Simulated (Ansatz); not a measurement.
Base system: ZnGeP2 in the chalcopyrite structure (space group I-42d, No. 122).

```
ZnGeP2
1.0
   -2.68698     2.68698     5.31275
    2.68698    -2.68698     5.31275
    2.68698     2.68698    -5.31275
Zn Ge P
2 2 4
Direct
  0.00000   0.00000   0.00000
  0.75000   0.25000   0.50000
  0.50000   0.50000   0.00000
  0.25000   0.75000   0.50000
  0.87500   0.87461   0.49961
  0.12539   0.62500   0.00039
  0.37500   0.37539   0.50039
  0.62461   0.12500   0.99961
```

Computed with LDA, PAW, 420 eV (Ansatz, a first-principles code; without spin-orbit coupling).

Before the change:

The hole mass is 0.099 mₑ along c, 0.32 mₑ across (at Γ), the smallest direct gap is 1.18 eV and the lattice parameter a is 5.374 Å.

It is then changed as follows: a negative pressure, −1 GPa.

Question: Estimate the effect on the hole mass.

Answer: The hole mass changes from 0.099 mₑ along c, 0.32 mₑ across (at Γ) to 0.094 mₑ along c, 0.33 mₑ across (at Γ).

Question: Predict the new smallest direct gap.

Answer: The smallest direct gap rises by 0.02 eV, from 1.18 eV to 1.20 eV.

Question: What does the calculation give for the lattice parameter a after the change?

Answer: The lattice parameter a rises by 0.020 Å to 5.394 Å.

Load acts through the strain it causes; cell and atoms are relaxed under it. Effective masses come from finite differences of ±0.01 Å⁻¹. No phonon test of stability was made.
